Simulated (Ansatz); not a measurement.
Base system: an 8-atom supercell of CdO in the rock salt structure (space group Fm-3m, No. 225) at its relaxed geometry.

```xyz
8
Lattice="-4.6902 0.0000 0.0000 0.0000 0.0000 4.6902 0.0000 4.6902 0.0000" Properties=species:S:1:pos:R:3 pbc="T T T"
O      0.0000     0.0000     0.0000
O     -2.3451     2.3451     0.0000
O     -2.3451     0.0000     2.3451
O      0.0000     2.3451     2.3451
Cd    -2.3451     2.3451     2.3451
Cd     0.0000     0.0000     2.3451
Cd     0.0000     2.3451     0.0000
Cd    -2.3451     0.0000     0.0000
```

Computed with DFT with PBEsol, PAW potentials and a 420 eV plane-wave cutoff in Ansatz (a quantum-chemistry and plane-wave program), scalar-relativistic without spin-orbit coupling.

One neutral defect a cell, atoms relaxed at fixed cell.

One change was made to it. Results:

The largest displacement of a host atom from its site in the perfect cell is 0.57 Å; the pressure goes from zero to 1.0 GPa.

**Question.** Which change produced these results?
A. Cd on a O site (antisite), symmetric start
B. Si on a Cd site
C. Li interstitial (started 1.83 Å from the nearest host atom), symmetric start
D. Li interstitial (started 2.03 Å from the nearest host atom)

**Answer.** B, Si on a Cd site. For comparison, the largest displacement of a host atom from its site in the perfect cell in the other runs: Li interstitial (started 1.83 Å from the nearest host atom), symmetric start gives 0.24 Å; Li interstitial (started 2.03 Å from the nearest host atom) gives 0.24 Å; Cd on a O site (antisite), symmetric start gives 0.00 Å.

The cell is small, so the values are those of an ordered compound at a high defect concentration; dilute-limit values will differ. A case with no gap was solved on a k-mesh chosen for an insulator, which is coarse for it. Defects with a symmetric start kept the site's symmetry and may sit on a saddle; the others started slightly shaken. All final runs are without spin polarisation.
